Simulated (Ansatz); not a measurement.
```yaml
crystal:
  lattice:
    - [20.00000, 0.00000, 0.00000]
    - [0.00000, 20.00000, 0.00000]
    - [0.00000, 0.00000, 5.38339]
  atoms:
    - { symbol: Al, position: [0.72422, 0.50000, 0.66755] }
    - { symbol: N, position: [0.71517, 0.57832, 0.83245] }
    - { symbol: N, position: [0.72898, 0.50000, 0.33245] }
    - { symbol: Al, position: [0.67177, 0.64413, 0.66755] }
    - { symbol: N, position: [0.61449, 0.69830, 0.83245] }
    - { symbol: Al, position: [0.71070, 0.57669, 0.16755] }
    - { symbol: N, position: [0.67541, 0.64718, 0.33245] }
    - { symbol: Al, position: [0.53894, 0.72082, 0.66755] }
    - { symbol: N, position: [0.46024, 0.72550, 0.83245] }
    - { symbol: Al, position: [0.61211, 0.69418, 0.16755] }
    - { symbol: N, position: [0.53976, 0.72550, 0.33245] }
    - { symbol: Al, position: [0.38789, 0.69418, 0.66755] }
    - { symbol: N, position: [0.32459, 0.64718, 0.83245] }
    - { symbol: Al, position: [0.46106, 0.72082, 0.16755] }
    - { symbol: N, position: [0.38551, 0.69830, 0.33245] }
    - { symbol: Al, position: [0.28930, 0.57669, 0.66755] }
    - { symbol: N, position: [0.27102, 0.50000, 0.83245] }
    - { symbol: Al, position: [0.32823, 0.64413, 0.16755] }
    - { symbol: N, position: [0.28483, 0.57832, 0.33245] }
    - { symbol: Al, position: [0.28930, 0.42331, 0.66755] }
    - { symbol: N, position: [0.32459, 0.35282, 0.83245] }
    - { symbol: Al, position: [0.27578, 0.50000, 0.16755] }
    - { symbol: N, position: [0.28483, 0.42168, 0.33245] }
    - { symbol: Al, position: [0.38789, 0.30582, 0.66755] }
    - { symbol: N, position: [0.46024, 0.27450, 0.83245] }
    - { symbol: Al, position: [0.32823, 0.35587, 0.16755] }
    - { symbol: N, position: [0.38551, 0.30170, 0.33245] }
    - { symbol: Al, position: [0.53894, 0.27918, 0.66755] }
    - { symbol: N, position: [0.61449, 0.30170, 0.83245] }
    - { symbol: Al, position: [0.46106, 0.27918, 0.16755] }
    - { symbol: N, position: [0.53976, 0.27450, 0.33245] }
    - { symbol: Al, position: [0.67177, 0.35587, 0.66755] }
    - { symbol: N, position: [0.71517, 0.42168, 0.83245] }
    - { symbol: Al, position: [0.61211, 0.30582, 0.16755] }
    - { symbol: N, position: [0.67541, 0.35282, 0.33245] }
    - { symbol: Al, position: [0.71070, 0.42331, 0.16755] }
```

These are PBE (plane waves to 420 eV, PAW; Ansatz, a program for electronic structure) values and carry that method's errors. Mesh 1×1×6. No spin polarisation. Isolated but for its images some 11 Å away. A hypothetical model, rolled from the flat sheet. Only distortions within the start's symmetry and period were free.

Tabulate the two highest filled and two lowest empty levels along the axis, from the valence top.


| k (2π/c) | v2 (eV) | v1 (eV) | c1 (eV) | c2 (eV) |
|---|---|---|---|---|
| 0.000 | 0.00 | 0.00 | 2.64 | 3.17 |
| 0.042 | -0.01 | -0.01 | 2.66 | 3.19 |
| 0.083 | -0.02 | -0.02 | 2.71 | 3.23 |
| 0.125 | -0.05 | -0.05 | 2.79 | 3.30 |
| 0.167 | -0.09 | -0.09 | 2.90 | 3.40 |
| 0.208 | -0.13 | -0.13 | 3.02 | 3.51 |
| 0.250 | -0.14 | -0.14 | 3.16 | 3.65 |
| 0.292 | -0.16 | -0.16 | 3.31 | 3.80 |
| 0.333 | -0.18 | -0.18 | 3.48 | 3.96 |
| 0.375 | -0.20 | -0.20 | 3.65 | 4.13 |
| 0.417 | -0.22 | -0.22 | 3.83 | 4.32 |
| 0.458 | -0.25 | -0.25 | 4.02 | 4.41 |
| 0.500 | -0.27 | -0.27 | 4.21 | 4.21 |
